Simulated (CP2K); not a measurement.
CP2K 2026.2, DFT, PBE, Gaussian and plane waves, DZVP-MOLOPT bases, GTH-PBE potentials: unreconstructed Si(100) slab of 4 layers, 3x3 (Si36), unrelaxed, 36 atoms. Basis and mesh were picked for this test and aren't claimed converged.

```text
&GLOBAL
  PROJECT run
  RUN_TYPE ENERGY_FORCE
  PRINT_LEVEL LOW
  &TIMINGS
    THRESHOLD 0.005
  &END TIMINGS
&END GLOBAL
&FORCE_EVAL
  METHOD Quickstep
  &DFT
    BASIS_SET_FILE_NAME BASIS_MOLOPT
    POTENTIAL_FILE_NAME GTH_POTENTIALS
    &QS
      METHOD GPW
      EPS_DEFAULT 1.0E-12
    &END QS
    &MGRID
      CUTOFF 400
      REL_CUTOFF 50
    &END MGRID
    &XC
      &XC_FUNCTIONAL PBE
      &END XC_FUNCTIONAL
    &END XC
    &SCF
      SCF_GUESS ATOMIC
      EPS_SCF 1.0E-6
      MAX_SCF 150
      &DIAGONALIZATION
        ALGORITHM STANDARD
      &END DIAGONALIZATION
      &MIXING
        METHOD BROYDEN_MIXING
        ALPHA 0.15
        NBUFFER 8
      &END MIXING
      ADDED_MOS 17
      &SMEAR ON
        METHOD FERMI_DIRAC
        ELECTRONIC_TEMPERATURE [K] 1000
      &END SMEAR
    &END SCF
    &KPOINTS
      SCHEME MONKHORST-PACK 2 2 1
      GAMMA_CENTERED T
    &END KPOINTS
  &END DFT
  &SUBSYS
    &CELL
      A 11.52089100 0.00000000 0.00000000
      B 0.00000000 11.52089100 0.00000000
      C 0.00000000 0.00000000 24.07325000
    &END CELL
    &COORD
      SCALED
      Si 0.16666700 0.16666700 0.41539900
      Si 0.50000000 0.16666700 0.41539900
      Si 0.83333300 0.16666700 0.41539900
      Si 0.16666700 0.50000000 0.41539900
... (29 lines of coordinates left out) ...
      Si 0.16666700 0.66666700 0.58460100
      Si 0.50000000 0.66666700 0.58460100
      Si 0.83333300 0.66666700 0.58460100
    &END COORD
    &KIND Si
      ELEMENT Si
      BASIS_SET DZVP-MOLOPT-SR-GTH-q4
      POTENTIAL GTH-PBE-q4
    &END KIND
  &END SUBSYS
  &PRINT
    &FORCES ON
      NDIGITS 10
    &END FORCES
  &END PRINT
&END FORCE_EVAL
```

```bash
OMP_NUM_THREADS=1 mpirun -np 24 cp2k.psmp -i run.inp
```

The program reports basis functions: 468.

It runs on a single node (AMD EPYC (Zen 5), 96 cores on 1 socket, no SMT, 12 L3 cache groups).

On 24 ranks this takes 11 s. Times are wall-clock medians of two to five runs, from launch to exit, with nothing else on the machine. Unless noted, each process is bound to its own block of adjacent cores. The times hold for this build (conda-forge: MPICH, OpenMP, OpenBLAS, FFTW, ScaLAPACK, ELPA, COSMA, DBCSR on BLAS). Scratch files lie in a memory file system.

Speed this job up; the result has to stay within 1.0 meV/atom in energy, 10 meV/Å in forces (largest component). Keep to 24 cores.

Several could match; the one computed here: going from MGRID/CUTOFF = 400 Ry to MGRID/CUTOFF = 200 Ry, the fastest of the measured ones that keep the result.

```diff
-      CUTOFF 400
+      CUTOFF 200
```

Time: 11 s to 6.5 s (1.8× as fast). The largest move is in FFTs and plane-wave array work (fft*, pw_*): 4.2 s to 1.0 s. SCF steps go from 23 to 25. These two results differ by: energy under 0.001 meV/atom, forces (largest component) 0.043 meV/Å. Others tried: MGRID/CUTOFF = 280 Ry (7.3 s); MGRID/CUTOFF = 600 Ry (20 s).
